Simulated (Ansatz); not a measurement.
Reference: CdTe (F-43m), r2SCAN with spin-orbit coupling, rigid bands (plane waves, PAW; Ansatz, a quantum-chemistry and plane-wave program); axes and stresses refer to this cell.

```xyz
2
Lattice="0.0000 3.2788 3.2788 3.2788 0.0000 3.2788 3.2788 3.2788 0.0000" Properties=species:S:1:pos:R:3 pbc="T T T"
Cd     0.0000     0.0000     0.0000
Te     1.6394     1.6394     1.6394
```

- Seebeck coefficient, n-type 1e19 cm⁻³ = -62 μV/K
- hole conductivity mass = 0.57 mₑ
- band gap = 0.91 eV

Question: Change: uniaxial stress along [110] of 1 GPa (compression positive). What happens to Seebeck coefficient, n-type 1e19 cm⁻³, hole conductivity mass, band gap?

Answer: Seebeck coefficient, n-type 1e19 cm⁻³ moves little, to -62 μV/K; hole conductivity mass drops to 0.40 mₑ; band gap drops to 0.87 eV.

Question: Change: uniaxial stress along [110] of 2 GPa (compression positive). What happens to Seebeck coefficient, n-type 1e19 cm⁻³, hole conductivity mass, band gap?

Answer: Seebeck coefficient, n-type 1e19 cm⁻³ moves little, to -62 μV/K; hole conductivity mass decreases to 0.30 mₑ; band gap shrinks to 0.80 eV.

Question: Change: uniaxial stress along [111] of 1 GPa (compression positive). What happens to Seebeck coefficient, n-type 1e19 cm⁻³, hole conductivity mass, band gap?

Answer: Seebeck coefficient, n-type 1e19 cm⁻³ moves little, to -62 μV/K; hole conductivity mass drops to 0.42 mₑ; band gap shrinks to 0.88 eV.

Question: Change: uniaxial stress along [111] of 2 GPa (compression positive). What happens to Seebeck coefficient, n-type 1e19 cm⁻³, hole conductivity mass, band gap?

Answer: Seebeck coefficient, n-type 1e19 cm⁻³ rises in size to -64 μV/K; hole conductivity mass falls to 0.34 mₑ; band gap shrinks to 0.84 eV.

Question: Change: uniaxial stress zz = 1 GPa (compression positive). What happens to Seebeck coefficient, n-type 1e19 cm⁻³, hole conductivity mass, band gap?

Answer: Seebeck coefficient, n-type 1e19 cm⁻³ moves little, to -62 μV/K; hole conductivity mass drops to 0.39 mₑ; band gap falls to 0.85 eV.

Question: Change: uniaxial stress zz = 2 GPa (compression positive). What happens to Seebeck coefficient, n-type 1e19 cm⁻³, hole conductivity mass, band gap?

Answer: Seebeck coefficient, n-type 1e19 cm⁻³ moves little, to -60 μV/K; hole conductivity mass decreases to 0.32 mₑ; band gap decreases to 0.73 eV.

Masses are for dilute carriers at 300 K, harmonic means over directions unless an axis is named. Seebeck coefficients are for the stated density at 300 K, with one relaxation time for all states and whether or not that doping can be reached. Stresses and pressures are the targets of the relaxation.  The structure type is held under load, also where the real crystal would transform.
